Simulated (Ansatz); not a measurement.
## MoTe2 under a change: biaxial strain +1.18 %, plane normal [001], relaxed out of plane

Take MoTe2 in the 2H-MoS2 type structure (space group P6_3/mmc, No. 194; a = 3.5419 Å, c = 14.1820 Å; layered, stacked along the Cartesian z axis) as the base. Axes: x lies along a and z along c of the hexagonal cell.

Perturbation: biaxial strain +1.18 %, plane normal [001], relaxed out of plane (Cartesian); in-plane vectors clamped, the third vector and the atoms free.

The values are results of Ansatz (a program for electronic structure), r2SCAN+rVV10, PAW, cutoff 500 eV, without spin-orbit coupling, earlier PAW set, not measurements. k-mesh 11×11×3 (Γ-centred); smearing 0.05 eV (Fermi–Dirac).

The volume per atom goes up by 0.44 Å³ to 26.12 Å³ and the space group remains P6_3/mmc (No. 194). The shortest interatomic distance grows by 0.8 pm, from 272.1 pm to 272.9 pm and the pressure (mean of the normal stresses, compression positive) goes from zero to -1.18 GPa. The band gap falls by 0.07 eV, from 0.87 eV to 0.80 eV (an upper bound: an edge found on the path is not a true extremum; the changed cell) and the out-of-plane strain is -0.63 %. The ratio −ε⊥/ε∥ comes out as 0.53 and the mean in-plane stress (compression positive) comes out as -1.8 GPa.

Final structure (turned so that z lies along the plane normal):

```yaml
crystal:
  lattice:
    - [3.58373, 0.00000, 0.00000]
    - [1.79186, 3.10360, 0.00000]
    - [0.00000, 0.00000, 14.09313]
  atoms:
    - { symbol: Mo, position: [0.33333, 0.33333, 0.75000] }
    - { symbol: Mo, position: [0.66667, 0.66667, 0.25000] }
    - { symbol: Te, position: [0.33333, 0.33333, 0.12373] }
    - { symbol: Te, position: [0.66667, 0.66667, 0.62373] }
    - { symbol: Te, position: [0.66667, 0.66667, 0.87627] }
    - { symbol: Te, position: [0.33333, 0.33333, 0.37627] }
```

Cost of the whole job for the changed cell (relaxation, final SCF and bands): roughly 5 core-minutes.

Spin-orbit coupling, missing from the scalar runs, can matter with Te. Stability against distortions was not tested.
